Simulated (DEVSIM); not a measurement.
System: abrupt Ge n-p junction, at 250 K.

| layer (left to right) | material | thickness (μm) | Nd (cm⁻³) | Na (cm⁻³) | τn (s) | τp (s) |
|---|---|---|---|---|---|---|
| 1 | Ge | 0.270 | 1.4e15 | - | 0.00015 | 0.00015 |
| 2 | Ge | 1.40 | - | 2.2e17 | 0.00015 | 0.00015 |

Left contact: ohmic. Right contact: ohmic. Voltage is applied to the left contact. Recombination: SRH at mid-gap. Mobility is μmin + (μ − μmin)/(1 + (N/Nref)^α).

Constants are typed, rounded textbook-type inputs, not results; the design itself was drawn at random and stands for no fabricated device. Values at 300 K; Nc and Nv go as T^1.5, mobilities as T to minus their exponent, the gap by Varshni's rule with the affinity fixed.

```csv
parameter,Ge
gap (eV),0.664
affinity (eV),4
permittivity,16
Nc (cm⁻³),1.04e19
Nv (cm⁻³),6e18
μn (cm²/Vs),3900
μp (cm²/Vs),1900
"μn,min",150
"μp,min",100
"Nref,n",2.6e17
"Nref,p",4e17
αn,0.56
αp,0.6
T exponent of μn,1.66
T exponent of μp,2.33
Varshni α (eV/K),0.000477
Varshni β (K),235
```

Model (solved in DEVSIM): 1D drift-diffusion, Boltzmann statistics, complete ionisation; no tunnelling, impact ionisation, image-force lowering or self-heating.

The doping Nd of layer 1 was swept, all else fixed.

| doping Nd of layer 1 (cm^-3) | potential step across the device at zero bias (V) | largest field in the device at zero bias (V/cm) | dark forward voltage at 100 A/cm² (V) | dark forward voltage at 1 A/cm² (V) |
|---|---|---|---|---|
| 4.2e13 | 0.356 | 22000 | 0.176 | 0.061 |
| 1.4e14 | 0.382 | 22000 | 0.202 | 0.087 |
| 4.2e14 | 0.405 | 23000 | 0.227 | 0.111 |
| 1.4e15 | 0.431 | 24000 | 0.257 | 0.140 |
| 4.2e15 | 0.455 | … | … | … |
| 1.4e16 | 0.481 | 38000 | 0.329 | 0.221 |
| 4.2e16 | 0.505 | 61000 | 0.359 | 0.257 |

Task: Complete the blanks.

Result: 
- 4.2e15, largest field in the device at zero bias (V/cm): 27000
- 4.2e15, dark forward voltage at 100 A/cm² (V): 0.290
- 4.2e15, dark forward voltage at 1 A/cm² (V): 0.173
